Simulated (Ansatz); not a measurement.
Take MoSi2 (space group I4/mmm, No. 139; a = 3.2168 Å, c = 7.8746 Å; relaxed with 0.1 eV smearing) as the base. Axes: x, y, z lie along a, b, c of the conventional cell.

Method: PBE (Ansatz, an electronic-structure program), no spin-orbit coupling.

Perturbation: uniaxial strain ε_zz = −3.00 %, all other strain components held at zero; the atoms relax in the strained cell.

**Question.** Predict the stress tensor and what it implies for the stiffness.

**Answer.** Stress of the strained cell less that of the base (GPa, compression positive):
```
    2.9     0.0     0.0
    0.0     2.9     0.0
    0.0     0.0    16.8
```

Then −Δσ_ii/ε with ε = -0.0300 gives secant stiffness values (nonlinear terms included at this strain): C33 ≈ 561 GPa, C13 ≈ 97 GPa and C23 ≈ 97 GPa.

As a check, the harmonic strain energy −½ V₀ Δσ:ε is 21 meV/atom; the computed energy rise is 20 meV/atom.

Stability against distortions was not tested. The final runs are not spin-polarised.
